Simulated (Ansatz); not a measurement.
Troubleshooting Ansatz (a first-principles code): a failed run on YZn5 (P6/mmm, 6 atoms in the cell). The aim is a self-consistent single point with DFT, PBEsol, plane waves, default PAW files made with PBE.

Cell that was meant: a = 5.1850 Å, b = 5.1850 Å, c = 4.3820 Å, α = 90.00°, β = 90.00°, γ = 120.00°.

Part of the input:

Ansatz 0.2 input:
```yaml
  xc: pbesol
  pseudopotentials: { kind: paw }
scf:
  occupations: { method: marzari, width: 0.136 }
output:
  forces: true
  eigenvalues: true
```

Output (repeated stretches shortened):

```
Error: YAML parse error: error: line 19 column 26: unknown occupation method `marzari` (expected fermi_dirac | gaussian | methfessel_paxton | cold | fixed | tetrahedron | tetrahedron_uncorrected | explicit)
  --> <input>:19:26
   |
17 |   pseudopotentials: { kind: paw }
18 | scf:
19 |   occupations: { method: marzari, width: 0.136 }
   |                          ^ unknown occupation method `marzari` (expected fermi_dirac | gaussian | methfessel_paxton | cold | fixed | tetrahedron | [...]
20 | output:
21 |   forces: true
   |
```

**Question.** From the messages shown, name the fault and mend the input.

**Answer.** The fault is a value that the program does not know. The key takes a closed list of words, and names differ between codes. To fix it, use one of the words that the key accepts. The program stopped before any SCF iteration.

An input that runs soundly differs in these lines (not the only fix; some lines may just follow from the change or write a value another way):
```diff
-  occupations: { method: marzari, width: 0.136 }
+  occupations: { method: cold, width: 0.136 }
```

With that input, the run converged in 9 iterations: free energy E − TS (on the zero of these files) -20201.3490 eV; Fermi level (on the code's own zero) 11.05 eV; pressure -3.85 GPa (DFT, PBEsol, plane waves, default PAW files made with PBE).

On the sound input: the starting cell comes from a database of published, mostly measured structures (it also holds non-ambient and calculated ones), without a prior relaxation at this level. With a pressure of about -4 GPa the cell is away from its equilibrium volume at this level. Ansatz's pressure includes its estimate of the finite-basis (Pulay) stress.
